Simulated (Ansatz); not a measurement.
## cubic KTaO3 (1 1 1) on wurtzite AlN (0 0 1) (film strained to the substrate, started from cuts of the bulks and a machine-learned relaxation; metallic at this level, with no gap by band count; slabs Al18N18 and K4Ta5O12, which can lie off the formulas)

A periodic stack without vacuum, cubic KTaO3 (1 1 1) on wurtzite AlN (0 0 1) (film strained to the substrate, started from cuts of the bulks and a machine-learned relaxation; metallic at this level, with no gap by band count; slabs Al18N18 and K4Ta5O12, which can lie off the formulas): substrate slab Al18N18, film K4Ta5O12, surface cells [[-1, 1], [-2, -1]] and [[1, -1], [1, 0]], film strained by -4.7 and -4.7 %, outermost planes Al/N and Ta/Ta as cut, which need not be the usual terminations and can put a slab off its formula.

The start was prepared with a machine-learned potential, and the result is one local minimum, with the in-plane cell held and forces under 0.04 eV/Å; the film can end far from its bulk form.

Level of theory: PBE (plane waves to 420 eV, PAW; Ansatz, a quantum-chemistry and plane-wave program). No spin–orbit coupling; PBE gaps are too small against experiment. Its k-point mesh 5×5×1, Fermi–Dirac width 0.05 eV.

interface area: 25.5 Å²
period: 27.54 Å
heights between the nearest atoms of the two slabs at the two interfaces: 1.38 and 2.14 Å
Al–Ta contacts across the interfaces within 1.22 times the sum of covalent radii: 4, mean 3.03 Å
Al–K contacts across the interfaces within 1.22 times the sum of covalent radii: 3, mean 3.73 Å
N–Ta contacts across the interfaces within 1.22 times the sum of covalent radii: 3, mean 2.05 Å
K–N contacts across the interfaces within 1.22 times the sum of covalent radii: 2, mean 2.99 Å
two interfaces: unlike, so that offsets are their mean
spin-polarised check at this geometry: keeps a moment, energy 0.00 eV
slope of the mean potential energy in the substrate: +1.5 MV/cm × e

```yaml
crystal:
  lattice:
    - [5.42128, -0.00060, -0.07239]
    - [2.71084, 4.69534, -0.06204]
    - [0.98436, -1.21033, 27.53496]
  atoms:
    - { symbol: Al, position: [0.59336, 0.35961, 0.03594] }
    - { symbol: Al, position: [0.21617, 0.07183, 0.03589] }
    - { symbol: Al, position: [0.88163, 0.69427, 0.03598] }
    - { symbol: Al, position: [0.87411, 0.40143, 0.12758] }
    - { symbol: Al, position: [0.54034, 0.06821, 0.12763] }
    - { symbol: Al, position: [0.20740, 0.73489, 0.12682] }
    - { symbol: N, position: [0.54652, 0.39417, 0.10599] }
    - { symbol: N, position: [0.21357, 0.06234, 0.10588] }
    - { symbol: N, position: [0.87825, 0.72942, 0.10599] }
    - { symbol: N, position: [0.85659, 0.42136, 0.19699] }
    - { symbol: N, position: [0.52262, 0.08815, 0.19700] }
    - { symbol: N, position: [0.18964, 0.75518, 0.19650] }
    - { symbol: Al, position: [0.51692, 0.42817, 0.21840] }
    - { symbol: Al, position: [0.18396, 0.09414, 0.21877] }
    - { symbol: Al, position: [0.85120, 0.76123, 0.21850] }
    - { symbol: Al, position: [0.82545, 0.45569, 0.30958] }
    - { symbol: Al, position: [0.49541, 0.12103, 0.30970] }
    - { symbol: Al, position: [0.16175, 0.78563, 0.30992] }
    - { symbol: N, position: [0.49946, 0.44783, 0.28766] }
    - { symbol: N, position: [0.16622, 0.11438, 0.28841] }
    - { symbol: N, position: [0.83365, 0.78128, 0.28789] }
    - { symbol: N, position: [0.80585, 0.47738, 0.37888] }
    - { symbol: N, position: [0.47875, 0.14067, 0.37915] }
    - { symbol: N, position: [0.14548, 0.80406, 0.37944] }
    - { symbol: Al, position: [0.47272, 0.47801, 0.40222] }
    - { symbol: Al, position: [0.13554, 0.14952, 0.39929] }
    - { symbol: Al, position: [0.80536, 0.81312, 0.40122] }
    - { symbol: Al, position: [0.78545, 0.50808, 0.49517] }
    - { symbol: Al, position: [0.44273, 0.16044, 0.49108] }
    - { symbol: Al, position: [0.11919, 0.84417, 0.49006] }
    - { symbol: N, position: [0.45466, 0.49371, 0.47342] }
    - { symbol: N, position: [0.11473, 0.17191, 0.46700] }
    - { symbol: N, position: [0.79068, 0.83466, 0.47112] }
    - { symbol: N, position: [0.80866, 0.52446, 0.56152] }
    - { symbol: N, position: [0.33932, 0.06742, 0.55681] }
    - { symbol: N, position: [0.17290, 0.96421, 0.55554] }
    - { symbol: K, position: [0.65924, 0.94169, 0.64693] }
    - { symbol: Ta, position: [0.99250, 0.28827, 0.61157] }
    - { symbol: O, position: [0.17153, 0.44804, 0.65193] }
    - { symbol: O, position: [0.16764, 0.94550, 0.65942] }
    - { symbol: O, position: [0.67497, 0.42766, 0.66064] }
    - { symbol: K, position: [0.96983, 0.29375, 0.74264] }
    - { symbol: Ta, position: [0.31317, 0.62476, 0.69676] }
    - { symbol: O, position: [0.46789, 0.78716, 0.74696] }
    - { symbol: O, position: [0.46312, 0.29342, 0.74509] }
    - { symbol: O, position: [0.97080, 0.78835, 0.74434] }
    - { symbol: K, position: [0.28282, 0.65051, 0.82888] }
    - { symbol: Ta, position: [0.62525, 0.97439, 0.78459] }
    - { symbol: O, position: [0.78326, 0.14878, 0.83305] }
    - { symbol: O, position: [0.78100, 0.65565, 0.83432] }
    - { symbol: O, position: [0.28749, 0.15000, 0.83441] }
    - { symbol: K, position: [0.59351, 0.00830, 0.91768] }
    - { symbol: Ta, position: [0.93820, 0.33042, 0.87296] }
    - { symbol: O, position: [0.07792, 0.51620, 0.92290] }
    - { symbol: O, position: [0.09918, 0.01481, 0.92230] }
    - { symbol: O, position: [0.59733, 0.49521, 0.92204] }
    - { symbol: Ta, position: [0.24970, 0.68669, 0.95831] }
```
